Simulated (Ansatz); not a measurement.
# Ansatz run on LuNi4Sn (R3m, 6 atoms in the cell): self-consistent single point

Method of the run: LDA (PW92), default PAW files made with PBE (plane waves; Ansatz, a quantum-chemistry and plane-wave program).

This input was run:

Ansatz 0.2 input:
```yaml
# LuNi4Sn
crystal:
  lattice:
    - [0.000000, 3.512947, 3.512947]
    - [3.512947, 0.000000, 3.512947]
    - [3.512947, 3.512947, 0.000000]
  atoms:
    - { symbol: Lu, position_ang: [0.028869, 0.028869, 0.028869] }
    - { symbol: Ni, position_ang: [4.389708, 4.389708, 4.389708] }
    - { symbol: Ni, position_ang: [4.389708, 2.636186, 2.636186] }
    - { symbol: Ni, position_ang: [2.636186, 2.636186, 4.389708] }
    - { symbol: Ni, position_ang: [2.636186, 4.389708, 2.636186] }
    - { symbol: Sn, position_ang: [1.756474, 1.756474, 1.756474] }
basis:
  ecutwfc: 30.9 Ry
kpoints:
  mp_grid:
    grid: [8, 8, 8]
hamiltonian:
  xc: lda
  pseudopotentials:
    kind: paw
scf:
  occupations:
    method: gaussian
    width: 0.0073 Ry
output:
  forces: true
  eigenvalues: true
  stress: true
```

Output, abridged:

```
WARN ansatz: RAYON_NUM_THREADS=1 ignored (pool sized by the plan → 1); use --threads N
Pseudopotentials: kind: paw
Pseudopotential: Lu, paw, valence charge 25
Pseudopotential: Ni, paw, valence charge 18
Pseudopotential: Sn, paw, valence charge 14
Crystal: 6 atoms, lattice volume = 86.705 Å³
Basis set: ecut = 420.4159175005146 eV, 1687 PW (Γ)
Bands: 67, of which v1, the nominal top of the filled ones, is band 56 counted from 1 (55 counted from 0)
Symmetry: 6 space group operations
Space group: R3m (ITA 160), of the structure as read, at distance tolerance 4.4e-5 Å
k-points: 65 of 512 (time reversal used)
PAW frozen core: Lu, regenerated for the run's functional, and the local potential with it
PAW frozen core: Ni, regenerated for the run's functional, and the local potential with it
PAW frozen core: Sn, regenerated for the run's functional, and the local potential with it
Initial density: superposition of atomic densities (neutral atoms: chi_scale 0, normalization atom), corrected by the library's trained network
Initial wavefunctions: pseudopotential atomic-orbital guess
Eigensolver: davidson
Functional: x = slater, c = lda
SCF iter   1: F=—  HF=-43468.448214 eV  |F-HF|=—  |Δ(HF+E_count)|=         —  Δρ=2.20e-2  dr2=2.11e-1  ethr=1.77e-3  ⟨swp⟩=5.3  Hψ=18154  notcnv=0  defer=2
all-band conjugate gradients solve this SCF's bands
preconditioner: auto → Kerker (q_TF=auto, 2.843 Å⁻¹)
SCF iter   2: F=—  HF=-43468.414899 eV  |F-HF|=—  |Δ(HF+E_count)|=   3.33e-2  Δρ=5.98e-3  dr2=1.34e-2  ethr=1.90e-4  ⟨swp⟩=2.6  Hψ=9179  notcnv=0  defer=292
SCF iter   3: F=—  HF=-43468.413665 eV  |F-HF|=—  |Δ(HF+E_count)|=   1.23e-3  Δρ=1.59e-3  dr2=1.23e-3  ethr=1.20e-5  ⟨swp⟩=2.8  Hψ=8418  notcnv=0  defer=292
SCF iter   4: F=—  HF=-43468.413181 eV  |F-HF|=—  |Δ(HF+E_count)|=   4.84e-4  Δρ=9.41e-4  dr2=4.25e-4  ethr=1.10e-6  ⟨swp⟩=3.0  Hψ=7542  notcnv=0  defer=292
SCF iter   5: F=—  HF=-43468.412884 eV  |F-HF|=—  |Δ(HF+E_count)|=   2.97e-4  Δρ=3.98e-4  dr2=9.62e-5  ethr=3.82e-7  ⟨swp⟩=2.6  Hψ=8157  notcnv=0  defer=292
SCF iter   6: F=—  HF=-43468.412836 eV  |F-HF|=—  |Δ(HF+E_count)|=   4.79e-5  Δρ=1.86e-4  dr2=2.73e-5  ethr=8.67e-8  ⟨swp⟩=2.0  Hψ=6712  notcnv=0  defer=292
SCF iter   7: F=—  HF=-43468.412829 eV  |F-HF|=—  |Δ(HF+E_count)|=   6.72e-6  Δρ=2.79e-5  dr2=9.87e-7  ethr=2.46e-8  ⟨swp⟩=2.0  Hψ=6905  notcnv=0  defer=292
SCF iter   8: F=—  HF=-43468.412829 eV  |F-HF|=—  |Δ(HF+E_count)|=   1.84e-7  Δρ=1.16e-5  dr2=1.10e-7  ethr=8.89e-10  ⟨swp⟩=2.3  Hψ=7413  notcnv=0  defer=292
SCF iter   9: F=-43468.412829 eV  HF=-43468.412829 eV  |F-HF|=1.06e-8  |Δ(HF+E_count)|=   4.37e-8  Δρ=3.99e-6  dr2=1.12e-8  ethr=9.01e-11  ⟨swp⟩=11.5  Hψ=26348  notcnv=0
SCF 1 converged in 9 iterations: F = -43468.412829 eV  dr2 = 1.12e-8
SCF converged after 9 iterations
Free energy (F): -43468.412829 eV
Harris-Foulkes:  -43468.412829 eV  (|F-HF|=1.06e-8)
Internal energy: -43468.390181 eV  (E = F + TS)
E sigma→0 (E₀):  -43468.401505 eV
Entropy (-TS):   -0.022648 eV (-3.775 meV/atom)
Fermi energy:    16.993844 eV
--- Per-component energies (eV) ---
  E_band       = -1100.364717
  E_kinetic    = 1748.842010
  E_local      = -21703.518862  (includes V_loc(G=0)·N_el)
  E_nonlocal   = 3119.675379
  E_hartree    = 9330.952682
  E_xc         = -935.029474
  E_vxc        = -796.469972  (∫ρ·V_xc dr)
  E_paw        = -17393.387545  (= ΣΔE_a)
  E_vpaw       = -2130.792206  (= ΣTr[D̂ρ^β])
  E_aug_tail   = 0.001901  (compensation charges beyond the density's cutoff)
  E_ewald      = -17640.406287
  E_core_change = 4.480015  (= ΣΔE_core)
  E_smearing   = -0.022648  (= −TS)
  E_closure    = 0.000000  (closes the sum)
  Σ components = -43468.412829   (vs F -43468.412829, Δ=0.00e0)
--- Forces (eV/Å), atoms counted from 1 ---
  atom   1  Lu    -0.18352898    -0.18352898    -0.18352898
  atom   2  Ni     0.00809320     0.00809320     0.00809320
  atom   3  Ni     0.03568634     0.01424856     0.01424856
  atom   4  Ni     0.01424856     0.01424856     0.03568634
  atom   5  Ni     0.01424856     0.03568634     0.01424856
  atom   6  Sn     0.11125066     0.11125066     0.11125066
  max |Σ_I F_I| component: 1.66e-6 eV/Å
--- Stress (GPa, compression-positive) ---
      -12.794822       0.243247       0.243247
        0.243247     -12.794822       0.243247
        0.243247       0.243247     -12.794822
  P = ⅓ Tr σ = -12.7948 GPa (-127.948 kbar)
  The stress holds the Pulay correction. Without it, at fixed plane waves, as pw.x and ABINIT print it: P = -12.8834 GPa
--- Band table (eV; the first three rows and the last of 65) ---
  k-point 0: bands = ["-85.1346", "-85.1126", "-85.1126", "-85.1026", "-46.0973", "-45.9961", "-45.9961", "-45.9926", "-45.9608", "-45.9608", "-45.9009", "-45.8922", "-45.8922", "-45.8862", "-45.8862", "-45.8859", "-38.6586", "-9.4407", "-9.4201", [...]
  k-point 1: bands = ["-85.1339", "-85.1132", "-85.1126", "-85.1027", "-46.0926", "-45.9950", "-45.9936", "-45.9907", "-45.9601", "-45.9596", "-45.9031", "-45.8961", "-45.8929", "-45.8910", "-45.8865", "-45.8863", "-38.6585", "-9.4408", "-9.4215", [...]
  k-point 2: bands = ["-85.1320", "-85.1149", "-85.1126", "-85.1029", "-46.0804", "-45.9913", "-45.9875", "-45.9860", "-45.9573", "-45.9553", "-45.9108", "-45.9105", "-45.9016", "-45.8939", "-45.8868", "-45.8865", "-38.6584", "-9.4412", "-9.4247", [...]
  k-point 64: bands = ["-85.1307", "-85.1126", "-85.1126", "-85.1065", "-46.0623", "-45.9864", "-45.9864", "-45.9649", "-45.9493", "-45.9356", "-45.9356", "-45.9227", "-45.9227", "-45.9009", "-45.8908", "-45.8908", "-38.6583", "-9.4505", "-9.4197", [...]
```

The run converged in 9 iterations.

The starting cell comes from a database of computed structures (which also holds hypothetical and non-ambient phases and stackings), without a prior relaxation at this level. Its lattice was rescaled by up to half a per cent. One atom was moved a little off its site on purpose. Spin-orbit coupling is off. Spin polarisation is off. With a pressure of about -13 GPa the cell is away from its equilibrium volume at this level. Ansatz's pressure includes its estimate of the finite-basis (Pulay) stress.

Cost on one core of a shared machine: roughly 50 s.
